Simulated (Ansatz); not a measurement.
By PBEsol, the system below comes out a metal.

The ballistic (Sharvin) conductance counts the channels at the Fermi level: G/A = (e²/h) × channels of both spins per area.

Here is the system:

```
CELL_PARAMETERS angstrom
      4.39808     0.00000     0.00000
     -2.16494     3.82833     0.00000
      0.00000     0.00000     4.69217
ATOMIC_POSITIONS crystal
  Ga 0.34430 0.65570 0.41540
  Ga 0.65570 0.34430 0.58460
  Ga 0.15570 0.84430 0.91540
  Ga 0.84430 0.15570 0.08460
```

Space group of this cell: Cmce. The cell is strained (lengths along the current scaled by 1.03, ions clamped); by PBEsol its mean pressure is -1.8 GPa.

The current flows along the normal of the first two printed cell vectors. No spin-orbit coupling; the value is a mean over 0.1 eV about the Fermi level.

Q: State the ballistic conductance per area according to PBEsol (Ansatz, a first-principles code).

A: 0.34 × 10¹⁵ S/m² for both spins.
